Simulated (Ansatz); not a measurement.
System: PbZrO3 (model structure, started from the LiNbO3 type, R3c, No. 161, 10 atoms in the cell). Method: LDA in Ansatz (plane waves, PAW).

Settings: plane-wave cutoff 520 eV, 8×8×8 k mesh, Fermi–Dirac smearing 0.01 eV, scalar-relativistic PAW data made under PBE.

Cell (relaxed with PBEsol):

```xyz
10
Lattice="2.9214 1.6867 4.8091 -2.9214 1.6867 4.8091 0.0000 -3.3734 4.8091" Properties=species:S:1:pos:R:3 pbc="T T T"
Pb     0.0000     0.0000    10.3145
Pb     0.0000     0.0000     3.1009
Zr     0.0000     0.0000    14.2111
Zr     0.0000     0.0000     6.9974
O      1.5417    -0.5505     8.4148
O     -1.2476    -1.0599     8.4148
O     -0.2941     1.6104     8.4148
O      0.2941    -1.7630     6.0102
O     -1.6738     0.6268     6.0102
O      1.3797     1.1362     6.0102
```

**Question.** Estimate the band gap and direct gap at Γ that the calculation returns.

**Answer.** 
band gap: 2.96 eV
direct gap at Γ: 3.91 eV

Note: the relaxation could raise the start's symmetry but not lower it, so the cell can be a saddle point; cell and atoms aren't relaxed at this level (largest force component 0.15 eV/Å, pressure -4.1 GPa).

Spin–orbit coupling is not included; with these elements it can move the gap by several tenths of an eV or more.

A model structure was made by putting elements into a prototype or built by hand; it is no filed structure, need not be a known phase, and can be a saddle point held by its symmetry.

Ansatz is an electronic-structure program.
